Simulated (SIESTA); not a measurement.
Band structure of Mo2N (R-3m, 3 atoms in the cell).

```yaml
crystal:
  lattice:
    - [1.41485, 0.81686, 4.91206]
    - [-1.41485, 0.81686, 4.91206]
    - [0.00000, -1.63372, 4.91206]
  atoms:
    - { symbol: Mo, position: [0.24289, 0.24289, 0.24289] }
    - { symbol: Mo, position: [0.75711, 0.75711, 0.75711] }
    - { symbol: N, position: [0.00000, 0.00000, 0.00000] }
```

Method: GGA PBEsol, numerical atomic orbitals DZP, PseudoDojo PBEsol standard norm-conserving potentials (rewritten from UPF to PSML) in SIESTA.

Settings: XC.functional = GGA; XC.authors = PBEsol; potentials = PseudoDojo PBEsol standard; PAO.BasisSize = DZP; PAO.EnergyShift = 0.01 Ry; MeshCutoff = 350 Ry; kgrid.MonkhorstPack = 11 11 11; OccupationFunction = FD; ElectronicTemperature = 0.1 eV; MaxSCFIterations = 150; SCF.Mixer.Method = Pulay; SCF.Mixer.Weight = 0.25; SCF.Mixer.History = 6; SCF.DM.Tolerance = 1.0E-05.

The starting cell comes from a database of computed structures (which also holds hypothetical and non-ambient phases and stackings), without a prior relaxation at this level. Its lattice was rescaled by a random factor within 2.5 % of one. Spin polarisation is off; with an odd number of electrons in the cell that forces a metal, and a magnetic state may lie lower. Values carry the incompleteness of an atom-centred basis.

Levels in eV from the Fermi level, bands 13 to 18:
| point | 13 | 14 | 15 | 16 | 17 | 18 |
|---|---|---|---|---|---|---|
| Γ | -4.02 | -1.89 | -1.63 | -1.63 | -0.37 | 0.46 |
| L | -4.53 | -3.22 | -1.31 | -0.97 | -0.47 | 3.01 |
| B1 | -3.26 | -2.85 | -2.24 | -0.48 | 0.53 | 2.28 |
| B | -3.26 | -2.85 | -2.24 | -0.48 | 0.53 | 2.28 |
| Z | -4.42 | -1.95 | -1.62 | -1.62 | -0.43 | -0.43 |
| X | -3.38 | -2.66 | -2.36 | -0.55 | 0.54 | 2.25 |
| Q | -3.38 | -2.66 | -2.36 | -0.55 | 0.54 | 2.25 |
| F | -5.30 | -2.77 | -0.86 | 0.27 | 1.84 | 2.23 |
| P1 | -5.14 | -2.68 | -1.20 | -0.06 | 0.93 | 2.70 |
| P | -5.14 | -2.68 | -1.20 | -0.06 | 0.93 | 2.70 |

Bands cross the Fermi level along this path, so the cell is metallic at this level.

Higher empty bands are left out: an atom-centred basis made for the valence describes them poorly.
